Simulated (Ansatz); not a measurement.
Band-edge transport in semiconductors and insulators: compounds that share space group F-43m and stoichiometry, PBEsol with spin-orbit coupling, rigid bands (Ansatz, a quantum-chemistry and plane-wave program); geometry: cell and atoms relaxed with PBEsol.

```
Compound  volume per atom (Å³)  band gap  electron conductivity mass  hole conductivity mass  Seebeck coefficient, n-type 1e19 cm⁻³
--------  --------------------  --------  --------------------------  ----------------------  -------------------------------------
BP                        11.5   1.10 eV                         ___                 0.42 mₑ                              -336 μV/K
AlAs                      22.8   1.25 eV                     0.33 mₑ                 0.59 mₑ                              -263 μV/K
GaP                       20.1       ___                     0.35 mₑ                 0.48 mₑ                              -332 μV/K
AlP                       20.5   1.43 eV                         ___                 0.68 mₑ                              -262 μV/K
ZnS                       19.2   2.06 eV                    0.179 mₑ                 0.84 mₑ                              -104 μV/K
InP                       25.4   0.54 eV                    0.056 mₑ                 0.56 mₑ                               -44 μV/K
ZnSe                      22.3   1.11 eV                         ___                 0.66 mₑ                               -64 μV/K
```

Question: Complete the blanks.

Answer: 
- BP, electron conductivity mass: 0.33 mₑ
- GaP, band gap: 1.43 eV
- AlP, electron conductivity mass: 0.33 mₑ
- ZnSe, electron conductivity mass: 0.100 mₑ

Masses are for dilute carriers at 300 K, harmonic means over directions unless an axis is named. Seebeck coefficients are for the stated density at 300 K, with one relaxation time for all states and whether or not that doping can be reached.
